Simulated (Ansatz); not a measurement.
The reference is ZnSe in the zinc blende structure (space group F-43m, No. 216; a = 5.6333 Å). Axes: x, y, z lie along the cube axes.

Method: PBEsol (Ansatz, a quantum-chemistry and plane-wave program, PAW, without spin-orbit coupling).

One thing is altered: a pure shear with ε_xy = ε_yx = 0.0143, atoms relaxed at fixed cell.

Predict the stress tensor and what it implies for the stiffness.

Stress of the strained cell less that of the base (GPa, compression positive):
```
   0.01   -1.14    0.00
  -1.14    0.01    0.00
   0.00    0.00   -0.01
```

Then −Δσ/γ with γ = 2ε = 0.0286 gives secant stiffness values (nonlinear terms included at this strain): C66 ≈ 40 GPa.

Whether these cells are dynamically stable was not tested.
